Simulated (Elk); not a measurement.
Worked example: self-consistent single point of Nb6GePt (Pm-3, 8 atoms in the cell) in Elk.

Method: LDA (PW92), spin-orbit coupling in second variation, all-electron FP-LAPW, Elk's shipped species files, APW+lo basis with extra local orbitals (Elk).

```xyz
8
Lattice="5.0662 0.0000 0.0000 0.0000 5.0662 0.0000 0.0000 0.0000 5.0662" Properties=species:S:1:pos:R:3 pbc="T T T"
Nb     0.0000     2.5331     3.7991
Nb     0.0000     2.5331     1.2671
Nb     3.7991     0.0000     2.5331
Nb     1.2671     0.0000     2.5331
Nb     2.5331     3.7991     0.0000
Nb     2.5331     1.2671     0.0000
Ge     0.0000     0.0000     0.0000
Pt     2.5331     2.5331     2.5331
```

Reference input (self-consistent single point, DFT, LDA (PW92), all-electron FP-LAPW, Elk's shipped species files, APW+lo basis with extra local orbitals): rgkmax = 7.5; stype = 0; swidth = 0.00367493 Ha; ngridk = 5 5 5; gmaxvr = 14 1/bohr; nxlo = 2; lorbcnd = true; rmtscf = 0.86; lmaxi = 3; maxscl = 100. This run's input differs from it in these lines:

```diff
@@ -2,2 +2,5 @@
   0
+
+spinorb
+  .true.
 
@@ -20,2 +23,5 @@
   3
+
+nempty
+  10
```

The program printed (abridged):

```
│ Self-consistent loop started │
│ Loop number : 1 │
 total energy                :     -43399.7028573
 total moment                :   0.1575535376E-19 -0.8974612094E-20  0.1902952102E-25
│ Loop number : 2 │
 total energy                :     -43402.5371525
 total moment                :  -0.1360062459E-19 -0.4724533126E-19 -0.1686505303E-26
RMS change in Kohn-Sham potential (target) :   0.1422865030     (  0.1000000000E-05)
Absolute change in total energy (target)   :    2.834295163     (  0.1000000000E-03)
│ Loop number : 3 │
 total energy                :     -43415.0275375
   [... lines left out ...]
 total energy                :     -43431.4348804
 total moment                :   0.7518243315E-20 -0.1588945909E-19 -0.2703807830E-22
RMS change in Kohn-Sham potential (target) :   0.2617781134E-06 (  0.1000000000E-05)
Absolute change in total energy (target)   :   0.4241244242E-03 (  0.1000000000E-03)
│ Loop number : 16 │
 total energy                :     -43431.4349178
 total moment                :   0.1746271460E-19 -0.5216201519E-19 -0.3250382735E-21
RMS change in Kohn-Sham potential (target) :   0.1433487386E-06 (  0.1000000000E-05)
Absolute change in total energy (target)   :   0.6865900650E-04 (  0.1000000000E-03)
Convergence targets achieved

│ Loop number : 17 │

Energies :
 Fermi                       :     0.497063032647
 xc effective B-field        :    -0.145526225144E-07
 external B-field            :      0.00000000000
 total energy                :     -43431.4349529
 (external B-field energy excluded from total)

Density of states at Fermi energy :    279.9409545
 (states/Hartree/unit cell)

Estimated indirect band gap :   0.8703683266E-03
 from k-point      7 to k-point      1
Estimated direct band gap   :   0.1646265022E-02
 at k-point      1

Charges :
 core                        :    234.0000000
 valence                     :    122.0000000
 interstitial                :    20.07100307
 muffin-tins (core leakage)
  species :    1 (Nb)
   atom    1                 :    38.30926885     (  0.1488978451E-04)
   [... lines left out ...]
  species :    2 (Ge)
   atom    1                 :  -0.1145521623E-22  0.2141514078E-23   0.000000000
  species :    3 (Pt)
   atom    1                 :  -0.3477385265E-22 -0.2111103796E-22   0.000000000
 total in muffin-tins        :   0.3795184130E-19 -0.3758994738E-19   0.000000000
 total moment                :   0.3818447984E-19 -0.3755108501E-19 -0.8708315220E-22

│ Self-consistent loop stopped │
```

The run converged in 17 iterations. The count includes the last loop, which Elk runs after its targets are met. 

The starting cell comes from a database of computed structures (which also holds hypothetical and non-ambient phases and stackings), without a prior relaxation at this level. Its lattice was rescaled by a random factor within 2.5 % of one. Values depend on the basis (sphere radii, cutoffs, local orbitals), which need not be converged. The log's line on a gap gives a spacing of levels on this mesh, which the program prints for metals too.

Cost on one core of a shared machine: roughly 4 min.
